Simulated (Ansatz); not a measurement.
A computed series for Sn: response to strain

The reference is Sn in the diamond structure (space group Fd-3m, No. 227; relaxed with 0.1 eV smearing).

```xyz
2
Lattice="0.0000 3.2372 3.2372 3.2372 0.0000 3.2372 3.2372 3.2372 0.0000" Properties=species:S:1:pos:R:3 pbc="T T T"
Sn     0.0000     0.0000     0.0000
Sn     1.6186     1.6186     1.6186
```

Cartesian axes are those of the cell as printed.

Strains are applied to the cell and any free atomic positions relax.

The values are results of LDA (Ansatz, a program for electronic structure; PAW; 420 eV plane waves; no spin-orbit coupling), not measurements.

Notes on the quantities. energy relative to the base: free energy F.

```json
[
 {"variant": "base", "energy relative to the base": "0 meV/atom", "volume per atom": "33.93 Å³"},
 {"variant": "tensor shear ε_xy = +0.57 %", "energy relative to the base": "+0.4 meV/atom", "volume per atom": "33.92 Å³"},
 {"variant": "tensor shear ε_xy = +1.43 %", "energy relative to the base": "+2.5 meV/atom", "volume per atom": "33.92 Å³"},
 {"variant": "tensor shear ε_xy = +0.29 %", "energy relative to the base": "+0.1 meV/atom", "volume per atom": "33.93 Å³"},
 {"variant": "tensor shear ε_xy = +1.71 %", "energy relative to the base": "+3.6 meV/atom", "volume per atom": "33.92 Å³"},
 {"variant": "tensor shear ε_xy = +0.86 %", "energy relative to the base": "+0.9 meV/atom", "volume per atom": "33.92 Å³"},
 {"variant": "tensor shear ε_xy = +2.00 %", "energy relative to the base": "+4.9 meV/atom", "volume per atom": "33.91 Å³"},
 {"variant": "tensor shear ε_xy = +1.14 %", "energy relative to the base": "+1.6 meV/atom", "volume per atom": "33.92 Å³"}
]
```

Stability against distortions was not tested.
